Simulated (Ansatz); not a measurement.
Density of states of La (P6_3/mmc) near the Fermi level, PBEsol, rigid bands in Ansatz (a quantum-chemistry and plane-wave program).

```
E − E_F (eV) | states/eV/cell
    -1.95 | ####### 2.17
    -1.85 | ########### 3.30
    -1.75 | ############### 4.26
    -1.65 | ################### 5.44
    -1.55 | #################### 5.78
    -1.45 | ####################### 6.77
    -1.35 | ########################## 7.56
    -1.25 | ############################# 8.41
    -1.15 | ########################## 7.68
    -1.05 | ##################### 6.15
    -0.95 | ###################### 6.53
    -0.85 | ######################## 6.94
    -0.75 | ########################## 7.55
    -0.65 | #################### 5.76
    -0.55 | ################ 4.78
    -0.45 | ################# 5.03
    -0.35 | #################### 5.74
    -0.25 | ################### 5.50
    -0.15 | ################ 4.72
    -0.05 | ################## 5.29
     0.05 | ########################## 7.51
     0.15 | ############################ 8.26
     0.25 | ######################## 6.97
     0.35 | #################### 5.89
     0.45 | ##################### 6.09
     0.55 | ##################### 6.24
     0.65 | ######################## 6.95
     0.75 | ####################### 6.73
     0.85 | ########################### 7.79
     0.95 | ############################## 8.64
     1.05 | ############################## 8.78
```

With 4 atoms a cell, what bare Sommerfeld coefficient γ = (π²/3) k_B² N(E_F) follows?

N(E_F) ≈ 6.3 states/eV a cell at 300 K, so γ ≈ 3.7 mJ/(mol of atoms·K²), before electron-phonon enhancement.

How far does the Fermi level move in a rigid band for 0.1 electron a cell added or removed?

15 meV and -16 meV.

A metal at this level (no band gap); rigid bands, thermally averaged at 300 K, both spins. Spin-orbit coupling is left out. Geometry: cell and atoms relaxed with PBEsol.
